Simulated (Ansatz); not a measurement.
Take MgO in the rock salt structure (space group Fm-3m, No. 225; a = 4.2044 Å) as the base.

Perturbation: full substitution O → Se, then cell and atoms are relaxed.

Levels (all Ansatz, an electronic-structure program, PAW): r2SCAN (500 eV, no spin-orbit coupling); HSE06+SOC (420 eV, with spin-orbit coupling).

The geometry is relaxed with r2SCAN.

| Item | Result |
|---|---|
| r2SCAN lowest conduction level above the VBM at special points | X 2.48 eV; Γ 3.44 eV; U 3.70 eV |
| r2SCAN valence-band top at Γ | 0.00, 0.00, 0.00 eV |

With HSE06+SOC at the same geometry, the lowest conduction level above the VBM at special points changes from X 2.48 eV; Γ 3.44 eV; U 3.70 eV to X 2.51 eV; Γ 3.38 eV; U 3.78 eV; the valence-band top at Γ (three highest Kramers pairs, from the VBM) becomes 0.00, 0.00, -0.46 eV (r2SCAN: 0.00, 0.00, 0.00 eV). The threefold valence maximum splits by Δso ≈ 0.46 eV.

Single points use the geometry relaxed with r2SCAN. The hybrid gap comes from the SCF mesh plus the semilocal run's edge points and a few special points and is an upper bound. The spin-orbit shifts are approximate. The levels and masses belong to the bands next to the band gap. No phonon test of stability was made.
